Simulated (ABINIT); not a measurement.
Input and output of a self-consistent single point for Pd (Fm-3m, 1 atom in the cell) (ABINIT).

Computed with PBE, PAW (JTH v2.0 PBE PAW) (plane waves; ABINIT).

The change in words: lattice scaled by 0.98. Reference geometry:
```
CELL_PARAMETERS angstrom
      0.00000     1.92983     1.92983
      1.92983     0.00000     1.92983
      1.92983     1.92983     0.00000
ATOMIC_POSITIONS crystal
  Pd 0.00000 0.00000 0.00000
```

Reference input (self-consistent single point, DFT, PBE, plane waves, PAW (JTH v2.0 PBE PAW)): pseudos = [Pd.GGA_PBE-JTH.xml]; ecut = 24 Ha; pawecutdg = 48 Ha; pawxcdev = 0; ixc = 11; occopt = 7; tsmear = 0.00499791 Ha; ngkpt = 15 15 15; nshiftk = 1; shiftk = 0 0 0; potentials = JTH v2.0 PBE PAW; nband = 14. This run's input differs from it in these lines:

```diff
@@ -3,3 +3,3 @@
 pseudos "Pd.GGA_PBE-JTH.xml"
-acell 5.1574222938 5.1574222938 5.1574222938
+acell 5.0542727254 5.0542727254 5.0542727254
 rprim
```

Log, with long lists cut:

```
--- !BeginCycle
solver: {iscf: 17, nstep: 100, nline: 4, wfoptalg: 10, }
tolerances: {toldfe: 1.00E-09, }
...

     iter   Etot(hartree)      deltaE(h)  residm     nres2
 ETOT  1  -124.34283449921    -1.243E+02 7.638E+01 6.444E+01
 ETOT  2  -128.81776124874    -4.475E+00 2.560E-01 2.943E+01
 ETOT  3  -128.81290407899     4.857E-03 2.401E-01 6.258E+00
 ETOT  4  -128.81785879231    -4.955E-03 7.926E-02 6.105E+00
 ETOT  5  -128.81803747177    -1.787E-04 2.078E-02 5.945E+00
   [... 19 lines left out ...]
 ETOT 25  -128.81529860688    -3.133E-08 1.485E-04 1.196E-06
 ETOT 26  -128.81529861108    -4.197E-09 2.058E-04 1.349E-07
 ETOT 27  -128.81529861057     5.128E-10 1.030E-04 1.592E-08
 ETOT 28  -128.81529861070    -1.282E-10 1.389E-04 1.274E-09
 At SCF step   28, etot is converged :
  for the second time, diff in etot=  1.282E-10 < toldfe=  1.000E-09

 Cartesian components of stress tensor (hartree/bohr^3)
  sigma(1 1)= -9.69596938E-04  sigma(3 2)=  0.00000000E+00
  sigma(2 2)= -9.69596938E-04  sigma(3 1)=  0.00000000E+00
  sigma(3 3)= -9.69596938E-04  sigma(2 1)=  0.00000000E+00

 ----iterations are completed or convergence reached----

 reduced coordinates (array xred) for    1 atoms
       0.000000000000      0.000000000000      0.000000000000
 cartesian forces (eV/Angstrom) at end:
    1     -0.00000000000000    -0.00000000000000    -0.00000000000000
 frms,max,avg= 0.0000000E+00 0.0000000E+00   0.000E+00  0.000E+00  0.000E+00 e/A
 length scales=  5.054272725400  5.054272725400  5.054272725400 bohr
   [... lines left out ...]
 Fermi (or HOMO) energy (eV) =  13.43248   Average Vxc (eV)= -13.05352
   [... lines left out ...]
'-kT*entropy'       : -6.24038698561423E-04
total_energy        : -1.28815271626128E+02
total_energy_eV     : -3.50524180324873E+03
...

-Cartesian components of stress tensor (GPa)         [Pressure=  2.8527E+01 GPa]
- sigma(1 1)= -2.85265220E+01  sigma(3 2)=  0.00000000E+00
- sigma(2 2)= -2.85265220E+01  sigma(3 1)=  0.00000000E+00
- sigma(3 3)= -2.85265220E+01  sigma(2 1)=  0.00000000E+00

 Calculation completed.
```

The run converged in 28 iterations. Against the reference run the free energy goes up by 106 meV/atom and the pressure goes from 12.14 to 28.53 GPa.

The starting cell has typed, rounded lattice constants, without a prior relaxation at this level. Its lattice was rescaled by a random factor within 2.5 % of one. For this run, on top of that: lattice scaled by 0.98. Spin polarisation is off. With a pressure of about 29 GPa the cell is away from its equilibrium volume at this level.

Cost on one core of a shared machine: roughly 2 min.
